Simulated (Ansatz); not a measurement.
Output of an Ansatz run (abridged):

```
WARN basis.ecutwfc = 420 eV, the default
WARN ansatz: RAYON_NUM_THREADS=1 ignored (pool sized by the plan → 1); use --threads N
Pseudopotentials: kind: paw
Pseudopotential: Mg, paw, valence charge 10
Pseudopotential: Ge, paw, valence charge 14
Crystal: 6 atoms, lattice volume = 268.581 Å³
Basis set: ecut = 420 eV, 5257 PW (Γ), exchange–correlation on 90×90×90 points (8 copies of the dense FFT grid, shifted against one another)
Bands: 41, of which v1, the nominal top of the filled ones, is band 34 counted from 1 (33 counted from 0)
Symmetry: 48 space group operations
Space group: Pn-3m (ITA 224), of the structure as read, at distance tolerance 6.5e-5 Å
k-points: 10 of 64
Initial density: superposition of atomic densities (neutral atoms: chi_scale 0, normalization atom), corrected by the library's trained network
Initial wavefunctions: pseudopotential atomic-orbital guess
Eigensolver: davidson
Functional: x = pbe(κ = 0.804, μ = 0.2195149727645171), c = pbe(β = 0.06672455060314922)
SCF iter   1: F=—  HF=-16282.502145 eV  |F-HF|=—  |Δ(HF+E_count)|=         —  Δρ=1.72e-3  dr2=3.22e-2  ethr=1.77e-3  ⟨swp⟩=7.1  Hψ=1823  notcnv=0
all-band conjugate gradients solve this SCF's bands
preconditioner: auto → Resta (q_TF=auto, 2.170 Å⁻¹)
SCF iter   2: F=—  HF=-16282.496496 eV  |F-HF|=—  |Δ(HF+E_count)|=   5.65e-3  Δρ=7.24e-4  dr2=5.10e-3  ethr=4.74e-5  ⟨swp⟩=2.0  Hψ=530  notcnv=0
SCF iter   3: F=—  HF=-16282.496915 eV  |F-HF|=—  |Δ(HF+E_count)|=   4.20e-4  Δρ=3.23e-4  dr2=3.99e-4  ethr=7.50e-6  ⟨swp⟩=2.0  Hψ=591  notcnv=0
SCF iter   4: F=—  HF=-16282.497034 eV  |F-HF|=—  |Δ(HF+E_count)|=   1.18e-4  Δρ=1.48e-4  dr2=1.04e-4  ethr=5.86e-7  ⟨swp⟩=2.0  Hψ=591  notcnv=0
SCF iter   5: F=—  HF=-16282.497121 eV  |F-HF|=—  |Δ(HF+E_count)|=   8.72e-5  Δρ=3.01e-5  dr2=4.21e-6  ethr=1.52e-7  ⟨swp⟩=2.0  Hψ=494  notcnv=0
SCF iter   6: F=—  HF=-16282.497106 eV  |F-HF|=—  |Δ(HF+E_count)|=   1.53e-5  Δρ=1.02e-5  dr2=2.41e-7  ethr=6.19e-9  ⟨swp⟩=2.0  Hψ=600  notcnv=0
SCF iter   7: F=-16282.497106 eV  HF=-16282.497106 eV  |F-HF|=6.56e-8  |Δ(HF+E_count)|=   5.05e-7  Δρ=3.02e-6  dr2=2.71e-8  ethr=1.47e-10  ⟨swp⟩=6.7  Hψ=1562  notcnv=0
the last iteration of the SCF fills more bands at one k-point than at another …
SCF 1 converged in 7 iterations: F = -16282.497106 eV  dr2 = 2.71e-8
SCF converged after 7 iterations
Free energy (F): -16282.497106 eV
Harris-Foulkes:  -16282.497106 eV  (|F-HF|=6.56e-8)
Internal energy: -16282.477957 eV  (E = F + TS)
E sigma→0 (E₀):  -16282.487531 eV
Entropy (-TS):   -0.019150 eV (-3.192 meV/atom)
Fermi energy:    1.538008 eV
--- Per-component energies (eV) ---
  E_band       = -2062.583445
  E_kinetic    = 508.498487
  E_local      = -14022.457683  (includes V_loc(G=0)·N_el)
  E_nonlocal   = 1218.149542
  E_hartree    = 5619.018213
  E_xc         = -255.660688
  E_vxc        = -263.475734  (∫ρ·V_xc dr)
  E_paw        = -5210.428637  (= ΣΔE_a)
  E_vpaw       = -741.334050  (= ΣTr[D̂ρ^β])
  E_aug_tail   = 0.000605  (compensation charges beyond the density's cutoff)
  E_ewald      = -4139.597794
  E_smearing   = -0.019150  (= −TS)
  E_closure    = -0.000000  (closes the sum)
  Σ components = -16282.497106   (vs F -16282.497106, Δ=0.00e0)
--- Forces (eV/Å), atoms counted from 1 ---
  atom   1  Mg     0.00000000    -0.00000000     0.00000000
   [... zero for the other atoms too ...]
  max |Σ_I F_I| component: 8.10e-18 eV/Å
--- Stress (GPa, compression-positive) ---
       -3.861907       0.000000       0.000000
        0.000000      -3.861907      -0.000000
        0.000000      -0.000000      -3.861907
  P = ⅓ Tr σ = -3.8619 GPa (-38.619 kbar)
  The stress holds the Pulay correction. Without it, at fixed plane waves, as pw.x and ABINIT print it: P = -3.8668 GPa
--- Band table (eV; the first three rows and the last of 10) ---
  k-point 0: bands = ["-74.9425", "-74.9425", "-74.9425", "-74.9425", "-41.7462", "-41.7462", "-41.7461", "-41.7461", "-41.7461", "-41.7460", "-41.7460", "-41.7460", "-41.6082", "-41.6080", "-41.6080", "-41.6080", "-22.0165", "-22.0165", "-22.0165", [...]
  k-point 1: bands = ["-74.9425", "-74.9425", "-74.9425", "-74.9425", "-41.7462", "-41.7462", "-41.7461", "-41.7461", "-41.7461", "-41.7461", "-41.7460", "-41.7460", "-41.6081", "-41.6080", "-41.6080", "-41.6080", "-22.0165", "-22.0165", "-22.0164", [...]
  k-point 2: bands = ["-74.9425", "-74.9425", "-74.9425", "-74.9425", "-41.7461", "-41.7461", "-41.7461", "-41.7461", "-41.7461", "-41.7461", "-41.7460", "-41.7460", "-41.6081", "-41.6081", "-41.6080", "-41.6080", "-22.0164", "-22.0164", "-22.0163", [...]
  k-point 9: bands = ["-74.9425", "-74.9425", "-74.9425", "-74.9425", "-41.7462", "-41.7462", "-41.7462", "-41.7460", "-41.7460", "-41.7460", "-41.7460", "-41.7460", "-41.6082", "-41.6080", "-41.6080", "-41.6080", "-22.0164", "-22.0164", "-22.0164", [...]
```

The structure:

```xyz
6
Lattice="6.4520 0.0000 0.0000 0.0000 6.4520 0.0000 0.0000 0.0000 6.4520" Properties=species:S:1:pos:R:3 pbc="T T T"
Mg     4.8390     4.8390     4.8390
Mg     4.8390     1.6130     1.6130
Mg     1.6130     4.8390     1.6130
Mg     1.6130     1.6130     4.8390
Ge     0.0000     0.0000     0.0000
Ge     3.2260     3.2260     3.2260
```

**Question.** Reconstruct the input of this run.

**Answer.** Other spellings and defaults could give the same log, and not every line can be read from it. The input that was run (DFT, PBE, plane waves, default PAW files):

Ansatz 0.2 input:
```yaml
# Mg2Ge
crystal:
  lattice:
    - [6.45196100, 0.00000000, 0.00000000]
    - [0.00000000, 6.45196100, 0.00000000]
    - [0.00000000, 0.00000000, 6.45196100]
  atoms:
    - { symbol: Mg, position: [0.75000000, 0.75000000, 0.75000000] }
    - { symbol: Mg, position: [0.75000000, 0.25000000, 0.25000000] }
    - { symbol: Mg, position: [0.25000000, 0.75000000, 0.25000000] }
    - { symbol: Mg, position: [0.25000000, 0.25000000, 0.75000000] }
    - { symbol: Ge, position: [0.00000000, 0.00000000, 0.00000000] }
    - { symbol: Ge, position: [0.50000000, 0.50000000, 0.50000000] }
kpoints:
  mp_grid:
    grid: [4, 4, 4]
hamiltonian:
  xc: pbe
  pseudopotentials:
    kind: paw
scf:
  occupations:
    method: fermi_dirac
    width: 0.1
output:
  forces: true
  eigenvalues: true
  stress: true
```

The starting cell was generated: these elements placed on a structure prototype, without a prior relaxation; it need not be a known phase or ordering of this composition. Its lattice was rescaled by a random factor within 2.5 % of one. With a pressure of about -4 GPa the cell is away from its equilibrium volume at this level. Ansatz's pressure includes its estimate of the finite-basis (Pulay) stress.

Ansatz is a first-principles code.
